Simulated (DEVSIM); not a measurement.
Structure: Cr/SiO2/n-Si capacitor, at 300 K.

```csv
layer (left to right),material,thickness (nm),Nd (cm⁻³)
1,SiO2,24.0,-
2,Si,1000,6.6e16
```

Metal gate on the left, work function 4.5 eV. Fixed charge at the semiconductor interface 1.8e11 cm⁻² (in units of +e); no interface traps.

This is a model device: material constants are rounded textbook-type values typed into the input, and sizes, dopings and lifetimes were drawn at random. Values at 300 K.

```tsv
parameter	SiO2	Si
gap (eV)	9	1.124
affinity (eV)	0.9	4.05
permittivity	3.9	11.7
Nc (cm⁻³)	-	2.86e19
Nv (cm⁻³)	-	3.1e19
```

Simulated with DEVSIM: 1D Poisson equation in equilibrium, Boltzmann statistics, complete ionisation; no quantum confinement or tunnelling. Metal contacts follow the ideal Schottky-Mott rule: no Fermi-level pinning, no interface dipoles.

Task: Tabulate band edges, carrier densities and field at -1.6 V on the gate.

Result: Energies count from the Fermi level of the right contact; mesh points crowd at the junctions.

```json
[
 {"x (μm)": "0.000", "Ec (eV)": "5.200", "Ev (eV)": "-3.800", "n (cm⁻³)": "< 1e2", "p (cm⁻³)": "< 1e2", "field (V/cm)": "-460000"},
 {"x (μm)": "0.001236", "Ec (eV)": "5.143", "Ev (eV)": "-3.857", "n (cm⁻³)": "< 1e2", "p (cm⁻³)": "< 1e2", "field (V/cm)": "-460000"},
 {"x (μm)": "0.003810", "Ec (eV)": "5.024", "Ev (eV)": "-3.975", "n (cm⁻³)": "< 1e2", "p (cm⁻³)": "< 1e2", "field (V/cm)": "-460000"},
 {"x (μm)": "0.008700", "Ec (eV)": "4.799", "Ev (eV)": "-4.201", "n (cm⁻³)": "< 1e2", "p (cm⁻³)": "< 1e2", "field (V/cm)": "-460000"},
 {"x (μm)": "0.01808", "Ec (eV)": "4.367", "Ev (eV)": "-4.633", "n (cm⁻³)": "< 1e2", "p (cm⁻³)": "< 1e2", "field (V/cm)": "-460000"},
 {"x (μm)": "0.02161", "Ec (eV)": "4.205", "Ev (eV)": "-4.795", "n (cm⁻³)": "< 1e2", "p (cm⁻³)": "< 1e2", "field (V/cm)": "-460000"},
 {"x (μm)": "0.02347", "Ec (eV)": "4.119", "Ev (eV)": "-4.881", "n (cm⁻³)": "< 1e2", "p (cm⁻³)": "< 1e2", "field (V/cm)": "-460000"},
 {"x (μm)": "0.02490", "Ec (eV)": "0.933", "Ev (eV)": "-0.191", "n (cm⁻³)": "6000", "p (cm⁻³)": "1.9e16", "field (V/cm)": "-120000"},
 {"x (μm)": "0.02734", "Ec (eV)": "0.904", "Ev (eV)": "-0.220", "n (cm⁻³)": "19000", "p (cm⁻³)": "6.1e15", "field (V/cm)": "-120000"},
 {"x (μm)": "0.03230", "Ec (eV)": "0.844", "Ev (eV)": "-0.280", "n (cm⁻³)": "190000", "p (cm⁻³)": "6.2e14", "field (V/cm)": "-120000"},
 {"x (μm)": "0.04276", "Ec (eV)": "0.729", "Ev (eV)": "-0.395", "n (cm⁻³)": "1.6e7", "p (cm⁻³)": "7.0e12", "field (V/cm)": "-110000"},
 {"x (μm)": "0.07779", "Ec (eV)": "0.421", "Ev (eV)": "-0.703", "n (cm⁻³)": "2.4e12", "p (cm⁻³)": "4.9e7", "field (V/cm)": "-70000"},
 {"x (μm)": "0.1425", "Ec (eV)": "0.176", "Ev (eV)": "-0.948", "n (cm⁻³)": "3.2e16", "p (cm⁻³)": "3700", "field (V/cm)": "-11000"},
 {"x (μm)": "0.2746", "Ec (eV)": "0.157", "Ev (eV)": "-0.967", "n (cm⁻³)": "6.6e16", "p (cm⁻³)": "1800", "field (V/cm)": "≈ 0"},
 {"x (μm)": "0.6555", "Ec (eV)": "0.157", "Ev (eV)": "-0.967", "n (cm⁻³)": "6.6e16", "p (cm⁻³)": "1800", "field (V/cm)": "≈ 0"},
 {"x (μm)": "0.8495", "Ec (eV)": "0.157", "Ev (eV)": "-0.967", "n (cm⁻³)": "6.6e16", "p (cm⁻³)": "1800", "field (V/cm)": "≈ 0"},
 {"x (μm)": "0.9417", "Ec (eV)": "0.157", "Ev (eV)": "-0.967", "n (cm⁻³)": "6.6e16", "p (cm⁻³)": "1800", "field (V/cm)": "≈ 0"},
 {"x (μm)": "0.9868", "Ec (eV)": "0.157", "Ev (eV)": "-0.967", "n (cm⁻³)": "6.6e16", "p (cm⁻³)": "1800", "field (V/cm)": "≈ 0"},
 {"x (μm)": "1.011", "Ec (eV)": "0.157", "Ev (eV)": "-0.967", "n (cm⁻³)": "6.6e16", "p (cm⁻³)": "1800", "field (V/cm)": "≈ 0"},
 {"x (μm)": "1.019", "Ec (eV)": "0.157", "Ev (eV)": "-0.967", "n (cm⁻³)": "6.6e16", "p (cm⁻³)": "1800", "field (V/cm)": "≈ 0"},
 {"x (μm)": "1.022", "Ec (eV)": "0.157", "Ev (eV)": "-0.967", "n (cm⁻³)": "6.6e16", "p (cm⁻³)": "1800", "field (V/cm)": "≈ 0"},
 {"x (μm)": "1.024", "Ec (eV)": "0.157", "Ev (eV)": "-0.967", "n (cm⁻³)": "6.6e16", "p (cm⁻³)": "1800", "field (V/cm)": "≈ 0"}
]
```
